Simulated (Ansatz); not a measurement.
## Ga2O3, response to strain

Take Ga$_{2}$O$_{3}$ in the corundum structure (space group R-3c, No. 167; a = 5.0577 Å, c = 13.6230 Å (hexagonal axes)) as the base.

Strains are applied to the cell and any free atomic positions relax.

Computed with PBE (Ansatz, a first-principles code), no SOC.

Notes on the quantities. energy relative to the base: free energy F.

```tsv
isotropic strain (%)	energy relative to the base (meV/atom)
-3	56.8
-2.25	31.1
-1.5	13.5
-0.75	?
0	0.0
```

Problem. Fit ΔE = Aε² + Bε³ (ε in %) to the rows shown and predict the withheld row.

Solution. Least squares on the printed values gives A = 5.66 and B = -0.22 meV/atom (largest residual 0.0 meV/atom); this predicts 3.3 meV/atom, and the run gives 3.3 meV/atom, in agreement.

Whether these cells are dynamically stable was not tested.
